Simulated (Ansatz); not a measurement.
Base system: SiC in the zinc blende structure (space group F-43m, No. 216; a = 4.356 Å). Axes: x, y, z lie along the cube axes.

Computed with r2SCAN (Ansatz, an electronic-structure program; PAW; 500 eV plane waves; no spin-orbit coupling).

A first run, uniaxial strain ε_xx = +1.05 %, gives secant values C11 ≈ 410 GPa and C12 ≈ 130 GPa from its stress. A second run applies uniaxial stress, 2 GPa tension along x.

**Question.** What does linear elasticity predict for Young's modulus in the second run, and what does the run give?

**Answer.** Linear elasticity: (C11 − C12)(C11 + 2 C12)/(C11 + C12) = 350 GPa. The run gives 350 GPa; any difference comes from nonlinear terms at these strains and numerical noise.

Stability under load was not tested beyond the relaxation.
